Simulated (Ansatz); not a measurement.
Structures of equal composition on the (110) surface of bcc Mo: a layer of Zn in place of the second plane; a layer of Zn in place of the third plane. The slabs share one bottom face, and each structure is named by its start. These are constructed structures in small cells; real faces may alloy, dewet or reconstruct in larger ones, and not all known structures of the face are among them. Slabs of about 11 Å, Fermi-Dirac smearing of 0.1 eV. Bottom of the slabs: a bare face, its two planes held. Relaxed from the named starts with such symmetry as they have, on meshes of like density; energies extrapolated to zero smearing; spin only where a row says so; no spin-orbit coupling, no U. Brackets mark spin-polarised runs, whose order is one that fits the cell.

Computed with PBE (plane waves to 420 eV, PAW; Ansatz, a quantum-chemistry and plane-wave program).

Task: Order them by energy per 1x1 cell (lowest first) at the level PBE.

Result: a layer of Zn in place of the third plane (0.000 eV), a layer of Zn in place of the second plane (0.248 eV)
